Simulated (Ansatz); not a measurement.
Consider TlBr in the zinc blende structure (space group F-43m, No. 216; a = 7.3107 Å; a hypothetical phase, not in the database extracts checked).

Perturbation: cell and atoms relaxed at a pressure of 4.2 GPa.

Levels (all Ansatz, an electronic-structure program, PAW): PBEsol (420 eV, spin-orbit coupling left out); PBEsol+SOC (420 eV, noncollinear with spin-orbit coupling).

The geometry is relaxed with PBEsol.

```
Property                      Result
--------------------------  --------
PBEsol band gap              2.15 eV
PBEsol smallest direct gap   2.37 eV
PBEsol pressure             4.19 GPa
```

**Question.** How does going to PBEsol+SOC change the band gap, smallest direct gap and pressure?

**Answer.** The band gap drops by 0.23 eV, from 2.15 eV to 1.92 eV; the smallest direct gap decreases by 0.14 eV to 2.23 eV; the pressure decreases by 0.26 GPa, from 4.19 GPa to 3.93 GPa.

Single points use the geometry relaxed with PBEsol. The spin-orbit shifts are approximate. Spin-orbit coupling, missing from the scalar runs, can matter with Tl. Load acts through the strain it causes; cell and atoms are relaxed under it. Stability against distortions was not tested.
